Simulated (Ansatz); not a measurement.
What tensor shear ε_xy = +0.57 % does to ZnS

Base system: ZnS in the zinc blende structure (space group F-43m, No. 216; a = 5.389 Å). Axes: x, y, z lie along the cube axes.

Modification: tensor shear ε_xy = +0.57 % (engineering shear γ = 0.0114), atoms relaxed at fixed cell.

All numbers come from DFT with r2SCAN, PAW potentials and a 500 eV plane-wave cutoff in Ansatz (a first-principles code), without spin-orbit coupling. Settings: 11×11×11 k-points, 0.05 eV Fermi–Dirac smearing.

| quantity | base | changed | shift |
|---|---|---|---|
| volume per atom | 19.56 Å³ | 19.56 Å³ | 0.00 Å³ |
| space group | F-43m (No. 216) | Imm2 (No. 44) | – |
| shortest interatomic distance | 2.334 Å | 2.331 Å | -0.0025 Å |
| energy relative to the base (free energy F) | 0 meV/atom | +0.4 meV/atom | +0.4 meV/atom |
| pressure (mean of the normal stresses, compression positive) | 0.00 GPa | 0.00 GPa | 0.00 GPa |
| band gap | 2.70 eV | 2.67 eV | -0.03 eV |
| gap character | direct at Γ | direct at Γ | – |
| valence-band top at Γ (three highest levels, from the VBM) | 0.00, 0.00, 0.00 eV | 0.00, -0.03, -0.06 eV | – |
| valley order (the lowest conduction-band minima on the path, energy above the VBM, named in the base's zone) | Γ 2.70 eV; X along ⟨100⟩ 3.71 eV; L along ⟨111⟩ 3.82 eV | Γ 2.67 eV; X along [001] 3.66 eV; X along [010] 3.67 eV; L along [1-11] 3.75 eV | – |
| stress (xx, yy, zz, yz, xz, xy; compression positive) | – | (0.00, 0.00, 0.00, 0.00, 0.00, -0.57) GPa | – |

Final structure:

```xyz
2
Lattice="0.0154 2.6946 2.6946 2.6946 0.0154 2.6946 2.7099 2.7099 0.0000" Properties=species:S:1:pos:R:3 pbc="T T T"
Zn     0.0000     0.0000     0.0055
S      1.3550     1.3550     1.3418
```

The cells carry an imposed strain or load. Stability against distortions was not tested. k-point labels follow each cell's own Brillouin zone.
